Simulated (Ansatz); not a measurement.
```
CELL_PARAMETERS angstrom
      0.00000     2.72814     2.69097
      2.72814     0.00000     2.69097
      2.72814     2.72814     0.00000
ATOMIC_POSITIONS crystal
  Ga 0.00000 0.00000 0.00000
  P  0.25000 0.25000 0.25000
```

These are PBEsol with spin-orbit coupling, rigid bands (plane waves, PAW; Ansatz, a quantum-chemistry and plane-wave program) values and carry that method's errors. Condition of this run: uniaxial stress zz = 1 GPa (compression positive) (the target of the relaxation). Geometry: cell and atoms relaxed with PBEsol, then loaded as said.

Task: Predict the electron conductivity mass (n e² τ/σ) at 300 K, by direction if it differs.

Result: 0.25 (x), 0.25 (y), 1.20 (z) mₑ.

Task: What conductivity effective mass do dilute holes have at 300 K?

Result: 0.46 (x), 0.46 (y), 0.39 (z) mₑ.

Task: And the band gap?

Result: 1.30 eV at this level; semilocal functionals usually fall short of the measured gap.

Rigid bands, one relaxation time for all states, no polarons.
